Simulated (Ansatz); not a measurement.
The structure below was relaxed with r2SCAN (Ansatz, an electronic-structure program), scalar-relativistic without spin-orbit coupling, at pressure 30 GPa.

Space group Fm-3m (No. 225); a = b = c = 4.929 Å, α = β = γ = 90.00°

| atom | site | symmetry | x | y | z |
|---|---|---|---|---|---|
| Zr | 4a | m-3m | 0.0000 | 0.0000 | 0.0000 |
| O | 8c | -43m | 0.2500 | 0.2500 | 0.2500 |

Q: Write out a cell with all atoms.

A: 
```xyz
12
Lattice="4.9294 0.0000 0.0000 0.0000 4.9294 0.0000 0.0000 0.0000 4.9294" Properties=species:S:1:pos:R:3 pbc="T T T"
Zr     0.0000     0.0000     0.0000
O      1.2324     3.6971     3.6971
O      1.2324     1.2324     3.6971
Zr     0.0000     2.4647     2.4647
O      1.2324     1.2324     1.2324
O      1.2324     3.6971     1.2324
Zr     2.4647     0.0000     2.4647
O      3.6971     3.6971     1.2324
O      3.6971     1.2324     1.2324
Zr     2.4647     2.4647     0.0000
O      3.6971     1.2324     3.6971
O      3.6971     3.6971     3.6971
```
This is the conventional cell.

Load acts through the strain it causes; cell and atoms are relaxed under it. Whether these cells are dynamically stable was not tested. Competing high-pressure phases were not computed. The cell was made from ZrO2 in the fluorite structure (space group Fm-3m, No. 225) by this change: pressure 30 GPa. This is not the structure that ZrO2 has at room temperature and ambient pressure.
